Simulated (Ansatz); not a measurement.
The starting structures come from a database of crystals and need not be the phases stable at ambient conditions.

 Where the default PAW files enter, the runs use the earlier of Ansatz's two default sets.

Here is the system:

```
CELL_PARAMETERS angstrom
      3.77299     0.00000     0.00000
      0.00000     3.77299     0.00000
      0.00000     0.00000     6.82667
ATOMIC_POSITIONS crystal
  Y  0.00000 0.50000 0.22723
  Y  0.50000 0.00000 0.77277
  S  0.00000 0.50000 0.64557
  S  0.50000 0.00000 0.35443
  F  0.00000 0.00000 0.00000
  F  0.50000 0.50000 0.00000
```

Space group of this cell: P4/nmm. The cell is taken as given.

Transport runs along the normal of the first two printed cell vectors, the (001) plane of the conventional cell.

No gap correction and no spin-orbit coupling; mid-gap values are interpolated between computed energies.

**Question.** Compute, with r2SCAN run with Ansatz (a program for electronic structure), the band gap and the smallest decay constant κ at mid-gap.

**Answer.** Gap 1.76 eV on a 8×8×6 mesh; κ = 0.293 1/Å, at the zone centre.
